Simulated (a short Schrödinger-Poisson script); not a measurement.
Structure: symmetric double-gate stack, SiO2 on p-type Si(111), at 300 K.

```
layer  material  thickness (nm)  Na (cm⁻³)
-----  --------  --------------  ---------
1          SiO2             3.9          -
2            Si               6       3e15
3          SiO2             3.9          -
```

Constants are typed, rounded textbook-type inputs, not results; the design itself was drawn at random and stands for no fabricated device. SiO2: permittivity 3.9, conduction-band edge (eV) 3.15, gap (eV) 9, electron mass (mₑ) 0.5. Si: permittivity 11.7, conduction-band edge (eV) 0, gap (eV) 1.124, Nv at 300 K (cm⁻³) 3.1e19.

Channel valleys (confinement mass, in-plane density-of-states mass, number): Δ6 0.258, 0.358, 6. At the gates, both at one voltage, the conduction-band edge of layer 1 lies 3.41 eV − eVg above the Fermi level of the channel. Gaps are held at their typed values at every temperature. Mesh 0.03 nm at interfaces.

From a short Schrödinger-Poisson script (our own, NumPy): 1D Poisson equation in equilibrium, electrons quantum, Hartree (BenDaniel-Duke, 12 states a valley, the channel's in-plane mass for all, wave functions free to enter the dielectric), parabolic valleys, classical holes, full ionisation, no traps, pinning or gate leakage.

The same stack at other levels of the model or other numerical settings:

| run | sheet density of all electrons at Vg = 2.4 V (cm⁻²) | sheet density of all electrons at Vg = 0.6 V (cm⁻²) | capacitance of both gates at Vg = 2.4 V (μF/cm²) | rough cost against the base |
|---|---|---|---|---|
| base | 2.09e13 | 3.45e12 | 1.60 | about 1 |
| electrons treated as classical, Boltzmann | 2.29e13 | 3.91e12 | 1.73 | 0.03 |
| electrons treated as classical, Fermi-Dirac | 2.24e13 | 3.89e12 | 1.68 | 0.1 |
| mesh six times as coarse | 2.09e13 | 3.44e12 | 1.60 | 0.3 |
| one subband a valley | 2.08e13 | 3.44e12 | 1.59 | 0.4 |

The classical rows ignore confinement, and Boltzmann statistics overrate the density once the band edge passes the Fermi level.
